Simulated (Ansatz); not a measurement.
A periodic model of amorphous B$_{26}$Li$_{6}$O$_{42}$:

```xyz
74
Lattice="9.3826 -0.1032 0.0748 -0.1032 9.2182 -0.1386 0.0748 -0.1386 10.1617" Properties=species:S:1:pos:R:3 pbc="T T T"
B      6.5427     8.7075     6.3833
B      5.7965     8.6109     1.6506
B      4.4696     3.4145     6.0760
B      1.6286     1.0191     6.6602
B      9.2174     7.1846     3.8178
B      6.3081     2.2811     0.7466
B      2.7738     0.7996     8.7684
B      3.1989     8.0086     3.6643
B      8.5276     5.0524     2.5615
B      2.4430     0.9514     2.8319
B      6.3742     1.8837     6.8582
B      7.1865     6.5358     0.8872
B      5.1321     7.2329     4.9135
B      0.8804     6.6283     5.8710
B      8.0318     0.1209     3.0048
B      8.3685     1.3050     9.9641
B      7.6140     5.0310     9.1607
B      8.3106     2.4602     2.1005
B      2.6899     2.6036     4.7581
B      0.2227     5.0541     7.5435
B      3.5644     0.2581     0.7682
B      3.3438     4.6514     1.1596
B      8.5460     0.8458     7.5065
B      5.2621     4.0043     9.9759
B      4.1992     5.9115     3.1333
B      2.2556     4.6201     6.1223
Li     2.8212     3.7895     8.4737
Li     1.5601     2.5742     0.4857
Li     5.2087     3.2404     3.1419
Li     8.6192     7.6562     8.2742
Li     3.9110     0.3248     6.1932
Li     1.3916     3.9993     3.0964
O      8.6393     1.3255     2.9791
O      6.8419     2.6649     1.9382
O      2.5359     1.5546     5.7701
O      0.0392     6.3264     6.9723
O      3.2337     6.8710     2.8995
O      5.1480     6.0814     4.1433
O      4.1095     8.1598     4.7167
O      1.3312     4.3318     7.2967
O      6.9706     1.2453    10.0569
O      7.7433     8.7487     6.9948
O      4.1094     4.7508    10.0820
O      2.3305     9.0092     3.4299
O      4.5471     9.1307     1.4231
O      5.5867     3.0099     6.7836
O      9.3251     5.8761     3.3435
O      0.3692     7.5516     4.9735
O      3.6092     4.3019     6.6848
O      2.5485     2.0717     9.0438
O      3.5692    -0.0592     9.5902
O      4.2115     2.9062     4.8104
O      2.3974     2.1786     3.3793
O      6.4147     4.4155     9.3598
O      8.5857     4.4656     8.4055
O      8.5928     8.1481     3.0842
O      6.1233     7.5008     5.8119
O      2.0823     6.0392     5.7224
O      6.6551     0.0249     2.7383
O      7.8715     6.2682     9.7816
O      7.4742     5.6037     1.8420
O      0.3020     1.1519     6.5739
O      8.8490     3.7274     2.6380
O      8.9769     0.6544     8.9305
O      6.2170     7.4820     0.9964
O      7.6205     1.9538     7.3338
O      2.3223     0.1701     7.5861
O      4.2500     4.8219     2.3191
O      1.9464     3.8064     4.9765
O      2.1095     4.2734     1.2819
O      2.5070     0.8668     1.4395
O      8.9685     2.1497     0.7757
O      5.1197     2.8872     0.3828
O      5.8257     0.6251     6.4484
```

Calculation: PBE, scalar-relativistic without spin-orbit coupling (plane waves to 420 eV, PAW; Ansatz, a first-principles code).

Preparation: random packing, a CHGNet melt and quench, and a DFT relaxation. O atoms were pushed apart under 1.9 Å during the dynamics, to hinder bonds among them. The hot cell started wider than the set density and was brought back towards it in steps. It is the lowest in DFT energy of 2 quenches. It is a model cell: composition and starting density were chosen by hand, and all elements were melted together. No dispersion term was used. Its density started from a set value of 1.90 and ended at 1.88 g/cm³. The simulated quench (nominally 210 K/ps over its main leg) is rapid and tends to freeze in more defects than a deposited or slowly cooled glass has. A cell of this size samples the disorder only roughly. Volume and shape were free in the relaxation.

Cut-offs for bonds: B-B 1.97 Å, B-Li 2.35 Å, B-O 1.72 Å, Li-Li 2.86 Å, Li-O 2.58 Å, O-O 1.58 Å. Two cations that share two anions don't count as bonded, nor two that share one unless they lie closer than B-B 1.80 Å, B-Li 2.29 Å, Li-Li 2.78 Å.

**Question.** Give the coordination numbers, mean bond lengths and angles.

**Answer.** 
| Quantity | Value |
|---|---|
| Mean coordination of B by anions | 3.15 (22 with 3, 4 with 4) |
| Mean coordination of Li by anions | 4.00 (1 with 3, 4 with 4, 1 with 5) |
| Mean coordination of O | 2.52 (20 with 2, 22 with 3) |
| Mean B-O bond | 1.400 Å (spread 0.051 Å, 82 counted) |
| Mean Li-O bond | 2.044 Å (spread 0.144 Å, 24 counted) |
| Bond angle at B | mean 117.2°, spread 5.8° |
| Bond angle at Li | mean 109.6°, spread 23.1° |
| Bond angle at O | mean 120.3°, spread 16.2° |

**Question.** List the pairs of like atoms that count as bonded by the rules above.

**Answer.** There are none by these rules.

**Question.** What Bader charges do the atoms carry, from a run on the zone centre alone?

**Answer.** Means (range): B +2.36 e (+2.33 to +2.38), Li +0.91 e (+0.90 to +0.92), O -1.59 e (-1.61 to -1.57).
```json
[
 {"atom": "B1", "charge (e)": "+2.35"},
 {"atom": "B2", "charge (e)": "+2.38"},
 {"atom": "B3", "charge (e)": "+2.35"},
 {"atom": "B4", "charge (e)": "+2.36"},
 {"atom": "B5", "charge (e)": "+2.38"},
 {"atom": "B6", "charge (e)": "+2.36"},
 {"atom": "B7", "charge (e)": "+2.34"},
 {"atom": "B8", "charge (e)": "+2.38"},
 {"atom": "B9", "charge (e)": "+2.37"},
 {"atom": "B10", "charge (e)": "+2.38"},
 {"atom": "B11", "charge (e)": "+2.35"},
 {"atom": "B12", "charge (e)": "+2.38"},
 {"atom": "B13", "charge (e)": "+2.36"},
 {"atom": "B14", "charge (e)": "+2.36"},
 {"atom": "B15", "charge (e)": "+2.37"},
 {"atom": "B16", "charge (e)": "+2.35"},
 {"atom": "B17", "charge (e)": "+2.37"},
 {"atom": "B18", "charge (e)": "+2.37"},
 {"atom": "B19", "charge (e)": "+2.37"},
 {"atom": "B20", "charge (e)": "+2.36"},
 {"atom": "B21", "charge (e)": "+2.37"},
 {"atom": "B22", "charge (e)": "+2.33"},
 {"atom": "B23", "charge (e)": "+2.38"},
 {"atom": "B24", "charge (e)": "+2.37"},
 {"atom": "B25", "charge (e)": "+2.35"},
 {"atom": "B26", "charge (e)": "+2.37"},
 {"atom": "Li27", "charge (e)": "+0.90"},
 {"atom": "Li28", "charge (e)": "+0.90"},
 {"atom": "Li29", "charge (e)": "+0.92"},
 {"atom": "Li30", "charge (e)": "+0.91"},
 {"atom": "Li31", "charge (e)": "+0.90"},
 {"atom": "Li32", "charge (e)": "+0.90"},
 {"atom": "O33", "charge (e)": "-1.57"},
 {"atom": "O34", "charge (e)": "-1.59"},
 {"atom": "O35", "charge (e)": "-1.61"},
 {"atom": "O36", "charge (e)": "-1.61"},
 {"atom": "O37", "charge (e)": "-1.59"},
 {"atom": "O38", "charge (e)": "-1.58"},
 {"atom": "O39", "charge (e)": "-1.60"},
 {"atom": "O40", "charge (e)": "-1.58"},
 {"atom": "O41", "charge (e)": "-1.59"},
 {"atom": "O42", "charge (e)": "-1.58"},
 {"atom": "O43", "charge (e)": "-1.60"},
 {"atom": "O44", "charge (e)": "-1.60"},
 {"atom": "O45", "charge (e)": "-1.60"},
 {"atom": "O46", "charge (e)": "-1.60"},
 {"atom": "O47", "charge (e)": "-1.60"},
 {"atom": "O48", "charge (e)": "-1.58"},
 {"atom": "O49", "charge (e)": "-1.59"},
 {"atom": "O50", "charge (e)": "-1.60"},
 {"atom": "O51", "charge (e)": "-1.59"},
 {"atom": "O52", "charge (e)": "-1.60"},
 {"atom": "O53", "charge (e)": "-1.59"},
 {"atom": "O54", "charge (e)": "-1.60"},
 {"atom": "O55", "charge (e)": "-1.58"},
 {"atom": "O56", "charge (e)": "-1.60"},
 {"atom": "O57", "charge (e)": "-1.58"},
 {"atom": "O58", "charge (e)": "-1.58"},
 {"atom": "O59", "charge (e)": "-1.60"},
 {"atom": "O60", "charge (e)": "-1.61"},
 {"atom": "O61", "charge (e)": "-1.60"},
 {"atom": "O62", "charge (e)": "-1.58"},
 {"atom": "O63", "charge (e)": "-1.58"},
 {"atom": "O64", "charge (e)": "-1.60"},
 {"atom": "O65", "charge (e)": "-1.59"},
 {"atom": "O66", "charge (e)": "-1.57"},
 {"atom": "O67", "charge (e)": "-1.61"},
 {"atom": "O68", "charge (e)": "-1.60"},
 {"atom": "O69", "charge (e)": "-1.60"},
 {"atom": "O70", "charge (e)": "-1.58"},
 {"atom": "O71", "charge (e)": "-1.60"},
 {"atom": "O72", "charge (e)": "-1.59"},
 {"atom": "O73", "charge (e)": "-1.59"},
 {"atom": "O74", "charge (e)": "-1.61"}
]
```
